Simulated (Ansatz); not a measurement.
An Ansatz (a first-principles code) input (plane-wave PAW DFT at the LDA level (Ansatz, 420 eV), scalar-relativistic without spin-orbit coupling):

Ansatz 0.2 input:
```yaml
crystal:
  lattice:
    - [3.1258448276, 0, 0]
    - [-1.5629224138, 2.707061029, 0]
    - [0, 0, 5.0025828136]
  atoms:
    - { symbol: Al, position: [0.3333333333, 0.6666666667, 0.0000044453] }
    - { symbol: Al, position: [0.6666666667, 0.3333333333, 0.5000044453] }
    - { symbol: N, position: [0.3333333333, 0.6666666667, 0.3819955547] }
    - { symbol: N, position: [0.6666666667, 0.3333333333, 0.8819955547] }
basis: { ecutwfc: 420, ecutrho_ratio: 4, xc_grid: 2, fft_grid_basis: typed }
kpoints: { mp_grid: { grid: [12, 12, 7] } }
hamiltonian:
  xc: lda
  dispersion: none
  pseudopotentials: { kind: paw }
scf: { occupations: { method: fermi_dirac, width: 0.05 }, convergence: { dr2_threshold: 0.0000000004 } }
relax: { f_tol: 0.005, max_steps: 50 }
output: { forces: true, stress: true }
checkpoint: { write: state.ck, write_every: 1000 }
```

Question: Which symmetry and how many k-points will the program report, and about how many plane waves at Γ?

Answer: Space group P63mc (ITA 186) with 12 operations, k-points 76 of 1008, and 833 plane waves at Γ.

Question: And the final pressure?

Answer: -7.04 GPa (compression positive).

The cells carry an imposed strain or load. Whether these cells are dynamically stable was not tested. The cell was made from AlN in the wurtzite structure (space group P6_3mc, No. 186) by this change: isotropic strain +1.20 %.
